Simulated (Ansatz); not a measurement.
# Band gap of BaC₂ (R-3m, No. 166; start mp-1018141) at several levels of theory

No measured value is used here.

```tsv
level (code)	value (eV)	cell (Å³/atom)
LDA (Ansatz)	1.06	17.66
PBEsol (Ansatz)	1.18	18.30
G0W0@PBEsol+SOC (Ansatz)	2.81 ± 0.01	18.33
```

Computed values are for a static lattice. Levels without +SOC have no spin–orbit coupling; where heavier elements are present it shifts gaps, mostly down, and can invert bands.  A ± on a computed value is a rough bar: the spread of its extrapolation, a floor set from checks against published values, or a statistical error. LDA, PBEsol: the gap is read on the k mesh or supercell of the run alone and can be too large. LDA, PBEsol: the relaxation could not lower the start's symmetry, so the cell can be a saddle point above a distorted one. Values are at the level's own relaxed cell; G0W0@PBEsol+SOC at the PBEsol cell. Ansatz's density-functional and Hartree–Fock values are scalar-relativistic unless marked +SOC, with PAW data made under PBE.

A start named mp-… is a Materials Project structure, which can be a computed phase never made.

Ansatz is a first-principles code.
